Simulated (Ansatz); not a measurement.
```xyz
2
Lattice="3.7646 0.0000 0.0000 1.8823 3.2602 0.0000 1.8823 -1.0867 3.1359" Properties=species:S:1:pos:R:3 pbc="T T T"
Mg     0.0000     0.0000     0.0000
Se     1.8823     1.0867     1.5680
```

No spin polarisation.

Calculations: plane-wave PAW DFT at the LDA level (Ansatz, a first-principles code, 420 eV), no spin-orbit coupling. k-mesh 11×11×11 (Γ-centred); smearing 0.05 eV (Fermi–Dirac).

Question: Predict the valence-band top at Γ and smallest direct gap.

Answer: The valence-band top at Γ (three highest levels, from the VBM) is 0.00, 0.00, -0.21 eV and the smallest direct gap is 2.65 eV.

The cells carry an imposed strain or load. Stability against distortions was not tested. The cell was made from MgSe in the rock salt structure (space group Fm-3m, No. 225) by this change: biaxial strain −1.25 %, plane normal [111], relaxed out of plane.
